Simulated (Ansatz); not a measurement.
Start from Ti$_{3}$Al (space group P6_3/mmc, No. 194; a = 5.755 Å, c = 4.655 Å).

(Cell as relaxed with PBE.)

Levels (all Ansatz, a first-principles code, PAW, earlier PAW set): PBE (420 eV, no SOC); r2SCAN (500 eV, scalar-relativistic without spin-orbit coupling).

Each level relaxes its own structure.

| base | PBE | r2SCAN |
|---|---|---|
| volume per atom | 16.69 Å³ | 16.56 Å³ |
| lattice parameter a | 5.755 Å | 5.747 Å |
| band gap | zero | zero |

The change: cell and atoms relaxed at a pressure of 1.8 GPa.

```csv
quantity,PBE,r2SCAN
lattice parameter a,5.725 Å,…
c/a ratio,0.809,…
band gap,zero,…
```

**Question.** What does r2SCAN give?

**Answer.** 
- lattice parameter a, r2SCAN: 5.719 Å
- c/a ratio, r2SCAN: 0.806
- band gap, r2SCAN: zero

PBE's lattice parameter a lies 0.006 Å above r2SCAN's (0.1 %); PBE's c/a ratio lies 0.003 above r2SCAN's; the two agree on the band gap. Neither level is exact; r2SCAN is the comparison here, not a measurement.

Load acts through the strain it causes; cell and atoms are relaxed under it. Stability against distortions was not tested. The final runs are not spin-polarised.
